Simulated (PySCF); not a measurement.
PySCF 2.14.0, TPSSH/def2-svp, df: Hg(I)2 ([I][Hg][I]), 3 atoms. The geometry is a generated start, not checked to be a minimum at this level.

```yaml
task: energy
method: tpssh
basis: def2-svp
two_electron_scheme: density fitting
mol.max_memory: 3000 MB
mf.max_cycle: 100
mf.init_guess: minao (default)
mf.DIIS: CDIIS (default)
mf.diis_space: 8 (default)
mf.conv_tol: 1e-09 (default)
mf.grids.level: 3 (default)
effective_core_potentials: those of the basis set, past Kr
basis_functions: 84
grid_points: 67664
```

```xyz
3

Hg    -0.0002    -0.0005     0.0004
I     -0.2141     2.0199    -1.6102
I      0.2143    -2.0195     1.6098
```

Charge 0 and multiplicity 1 are set for this test and not shown to be the ground state.

One run each on 2 threads, 1 BLAS thread. Values of level_shift (Hartree) tried: 0 (default), 0.1, 0.3, 1.

Problem. How does the count of Fock builds change with level_shift (Hartree), and where is it least?

Solution. Fewest Fock builds, within one of each other: 0 (default) with 12, 0.1 with 13. The count rises to 40 at 1. All converge to one solution.

```csv
level_shift (Hartree),Fock builds,end
0 (default),12,same solution
0.1,13,same solution
0.3,14,same solution
1,40,same solution
```
